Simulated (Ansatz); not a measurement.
SiO2: energy against strain

SiO2 (rutile, P4_2/mnm, 7.854 Å³/atom at rest, c along z) under a strain ε along a (axis x), the other axes held. PBEsol in Ansatz, a plane-wave DFT program (PAW, default set), 420 eV, 8×8×12 Γ-centred mesh, Fermi-Dirac smearing 0.05 eV; ions are relaxed within the symmetry of each cell.

Here s stands for strain and y for E less E0.

| strain (%) | E less E0 (meV/atom) |
|---|---|
| -1.20 | 1.50 |
| -0.60 | 0.37 |
| 0.00 | 0.00 |
| 0.60 | 0.36 |
| 1.20 | 1.43 |
| 3.00 | ? |

Taking a parabola for y over the 5 complete rows: Least squares gives y = -0.001 - 0.0250·s + 1.0179·s². Residuals (row less fit): 0.005, -0.010, 0.001, 0.010, -0.005; standard error 0.011 (degrees of freedom: 2). Twice the quadratic coefficient over the volume, 2 × 1.0179 meV × 10⁴ × 0.1602 / 7.854 Å³, is the elastic constant C11 = 415 ± 3 GPa.

What does the fit predict for y at s = 3.00, and how far is the calculated value from it?

y = -0.001 - 0.0250 × 3.0 + 1.0179 × 3.0² = 9.085 meV/atom. The calculation gives 8.70 meV/atom, 0.385 meV/atom below the prediction (4.4 % of the range of y in the table). The row lies outside the fitted rows, so this is an extrapolation. From the scatter of the fitted rows alone, a prediction at this place has a standard error of 0.072 meV/atom, so the miss is 5.3 times that.

One order more, fitted to all 11 runs of the series, follows each within 0.01, so the miss is the next term of a smooth law. SiO2 is here stishovite, a high-pressure form. Rows are the converged runs of the series near zero and its far end; series whose fitted rows scatter by over a few per cent of the range, as at a crossing or softening among them, aren't shown in this form. Most that stay on the fit to the last digits aren't either.
